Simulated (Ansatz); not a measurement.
The parent structure is PbTe in the rock salt structure (space group Fm-3m, No. 225; a = 6.5343 Å).

Level of theory: plane-wave PAW DFT at the r2SCAN level (Ansatz, a program for electronic structure, 500 eV), without spin-orbit coupling.

For the base:

- Electron mass: 0.34 mₑ along k, 0.12 mₑ across (at L)
- Shortest interatomic distance: 3.267 Å
- Valley order: L along ⟨111⟩ 1.09 eV; a point along ⟨110⟩, about 0.5 Å⁻¹ from Γ 1.61 eV; a point along ⟨100⟩, about 0.3 Å⁻¹ from Γ 2.01 eV

One thing is altered: a hydrostatic pressure of 9 GPa.

Task: What does the calculation give for the electron mass, shortest interatomic distance and valley order after the change?

Result: The electron mass goes from 0.34 mₑ along k, 0.12 mₑ across (at L) to 0.26 mₑ along k, 0.11 mₑ across (at L); the shortest interatomic distance decreases by 0.1615 Å (3.267 Å → 3.106 Å); the valley order (the lowest conduction-band minima on the path, energy above the VBM, named in the base's zone) becomes L along ⟨111⟩ 0.69 eV; a point along ⟨110⟩, about 0.5 Å⁻¹ from Γ 1.35 eV; a point along ⟨100⟩, about 0.3 Å⁻¹ from Γ 1.81 eV (base: L along ⟨111⟩ 1.09 eV; a point along ⟨110⟩, about 0.5 Å⁻¹ from Γ 1.61 eV; a point along ⟨100⟩, about 0.3 Å⁻¹ from Γ 2.01 eV).

Spin-orbit coupling, missing from the scalar runs, can matter with Pb and Te. The levels and masses belong to the bands next to the band gap. Load acts through the strain it causes; cell and atoms are relaxed under it. Effective masses come from finite differences of ±0.01 Å⁻¹. Along k means along the line from Γ to the band edge. Stability against distortions was not tested. Competing high-pressure phases were not computed.
